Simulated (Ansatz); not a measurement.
For V3Ru (Fm-3m), PBEsol, DFPT electron-phonon coupling, linearised Boltzmann equation run with Ansatz (an electronic-structure program) gives a transport coupling λ_tr = 0.246 and a Drude plasma energy ħω_p = 5.91 eV.

Task: Estimate the resistivity at 300 K from the high-temperature formula ρ = 2π λ_tr k_B T / (ħ ε₀ ω_p²), and say how the full Boltzmann solution compares.

Result: The scattering rate is 1/τ = 2π λ_tr k_B T/ħ = 6.07e13 s⁻¹ and ω_p = 8.98e15 s⁻¹, so ρ ≈ 8.50 μΩ·cm. The Boltzmann solution gives 7.49 μΩ·cm, 0.88 times the estimate; it lies lower because k_BT is not large against the phonon energies and the solution lets the distribution adjust.

A metal at this level (no band gap). Only scattering by harmonic phonons is included (no impurities, grain boundaries, electron-electron scattering or thermal expansion). Spin-orbit coupling is left out. Halving the electron mesh (24x24x24) moves the resistivity by up to 4 % at 300 K, the coupling by up to 4 %. Smearing 0.20 eV; phonons on a 4x4x4 q mesh, which this run doesn't test.

Computed structure, not matched to a measured one here, so possibly hypothetical: V3Ru (Fm-3m). Treated as nonmagnetic (a ferromagnetic start lost its moment, other orders weren't tried): V3Ru (Fm-3m).
